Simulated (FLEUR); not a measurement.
## Tetragonal strain at fixed volume: rock-salt CaO (space group 225) (FLEUR, LDA)

```
CaO
1.0
    0.00000     2.29729     2.47857
    2.29729     0.00000     2.47857
    2.29729     2.29729     0.00000
Ca O
1 1
Direct
  0.00000   0.00000   0.00000
  0.50000   0.50000   0.50000
```

Method of the run: FLEUR with LDA (Perdew-Zunger), all-electron FLAPW (FLEUR), scalar-relativistic valence. Settings: Kmax = 4.9 1/bohr; GmaxXC = 17.2 1/bohr; xcFunctional = pz; jspins = 1; l_soc = F; mode = hist; fermiSmearingEnergy = 0.00036749 Htr; mesh (inpgen div1-3) = 14 14 14; inpgen gamma flag = true; Gmax = 17.2 1/bohr; numbands = 0; maxIterBroyd = 15; imix = Anderson; alpha = 0.05; precondParam = 0; minDistance = 1e-05 me/bohr^3. The cell above is the first row's. The rows deform the cubic crystal at fixed volume: two cube axes by 1 + δ, the third by (1 + δ)⁻². E is the free energy at the stated smearing above the cubic cell, and y = E/δ². In all rows fractional positions and the k mesh are held.

| δ (%) | y (meV/atom per %²) |
|---|---|
| -2.5 | 4.609 |
| -2.0 | 4.628 |
| -1.5 | 4.668 |
| -1.0 | 4.742 |
| 1.0 | 4.902 |
| 1.5 | 5.022 |
| 2.0 | 5.111 |
| 2.5 | ? |

Question: Using a straight line, estimate the missing y at δ = 2.5 from the other rows, showing the fit.

Answer: Means: δ -0.35714, y 4.8117. About the means, the sum of products is 2.1638 and the sum of squares of δ is 19.857; the slope is their ratio. Least squares gives y = 4.8506 + 0.10897·δ. Residuals (row less fit): 0.0308, -0.0047, -0.0191, 0.0004, -0.0576, 0.0079, 0.0425; standard error 0.0361 (degrees of freedom: 5). To second order E = 3(C11 - C12)·V·δ², so the intercept gives, with V = 13.081 Å^3/atom and δ in per cent, C11 - C12 = 4.8506 × 10⁴ × 0.160218 / (3 × 13.081) = 198 GPa. The slope measures the third-order term; a fourth-order term enters the intercept as a small bias. At the withheld row, y = 4.8506 + 0.10897 × 2.5 = 5.1230 meV/atom per %². The calculation gives 5.193 meV/atom per %², 0.0700 meV/atom per %² above the prediction (12.0 % of the range of y in the table). The row lies outside the fitted rows, so this is an extrapolation. From the scatter of the fitted rows alone, a prediction at this place has a standard error of 0.0450 meV/atom per %², so the miss is 1.6 times that.

Carrying the step between the two nearest rows on in a straight line would have given 5.200, off by 0.007; series whose last step already gives the withheld value aren't shown. The reference cell has the volume at which an earlier scan in this program and functional put its minimum by a fit (its basis settings may differ). The runs keep the symmetry of the cell, so they don't test it for distortions. Values depend on the basis (sphere radii, cutoffs, local orbitals), which need not be converged. Cutoffs and mesh are single choices, not tested for convergence of this quantity. Series with a scatter that would blur these digits, or in which a gap closes, are not shown. Strain series were run only where this level's volume lies within 10 % of a first guess from the measured size.
